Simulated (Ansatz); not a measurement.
Ge under load (space group Fd-3m), PBE with spin-orbit coupling, rigid bands in Ansatz (a program for electronic structure). Condition of this run: hydrostatic pressure of 8.4 GPa (compression positive) (the target of the relaxation). Band gap 0.33 eV, N_c = 3.08e19 cm⁻³ and N_v = 5.91e18 cm⁻³ at 300 K, conductivity masses of 0.244 mₑ (electrons) and 0.238 mₑ (holes). Take k_BT = 0.02585 eV.

Question: What thermal injection velocity √(2k_BT/πm) limits a ballistic channel?

Answer: 1.09e7 cm/s for electrons and 1.10e7 cm/s for holes, a ratio of √(m_h/m_e) = 0.988, for dilute carriers.

Question: Find the intrinsic carrier density and the intrinsic Fermi level.

Answer: n_i = √(N_c N_v) exp(−E_g/2k_BT) = 1.35e19 × exp(−6.38) = 2.3e16 cm⁻³. The level lies (k_BT/2) ln(N_v/N_c) = -21 meV from mid-gap (positive towards the conduction band). Each 0.1 eV added to the gap lowers n_i by a factor of 6.9.

Question: A film of it is 8 nm thick. Estimate the confinement energies in an infinite well.

Answer: ħ²π²/(2m t²) = 0.376 eV·nm²/(m/mₑ × t²) gives 24.1 meV for electrons and 24.7 meV for holes, so the gap would widen to about 0.38 eV. Finite barriers and nonparabolic bands lower this, and with several valleys or bands the heaviest mass along the normal sets the lowest level, not this average.

Rigid bands with the computed gap; masses take one relaxation time for all states. Geometry: cell and atoms relaxed with PBEsol.
